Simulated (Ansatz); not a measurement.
## ZrSi2, response to strain

Base system: ZrSi₂ (space group Cmcm, No. 63).

```
CELL_PARAMETERS angstrom
      1.83743    -7.28564     0.00000
      1.83743     7.28564     0.00000
      0.00000     0.00000     3.65625
ATOMIC_POSITIONS crystal
  Si 0.94600 0.05400 0.75000
  Si 0.05400 0.94600 0.25000
  Si 0.24985 0.75015 0.75000
  Si 0.75015 0.24985 0.25000
  Zr 0.60475 0.39525 0.75000
  Zr 0.39525 0.60475 0.25000
```

Cartesian axes are those of the cell as printed.

Strains are applied to the cell and any free atomic positions relax.

The values are results of PBEsol/PAW in Ansatz (a program for electronic structure), no SOC, earlier PAW set, not measurements.

Notes on the quantities. energy relative to the base: free energy F; pressure: mean of the normal stresses, compression positive.

```tsv
case	energy relative to the base	pressure	shortest interatomic distance
base	0 meV/atom	0.0 GPa	2.412 Å
isotropic strain −1.16 %	+8.8 meV/atom	5.2 GPa	2.394 Å
isotropic strain +4.15 %	+95 meV/atom	-13.0 GPa	2.476 Å
uniaxial strain ε_yy = +1.59 %	+2.4 meV/atom	-1.8 GPa	2.412 Å
```

Without a gap, meshes like the base's 13×13×13 leave anisotropic stresses uncertain by several tenths of a GPa, and small strain energies with them. No phonon test of stability was made. All final runs are without spin polarisation.
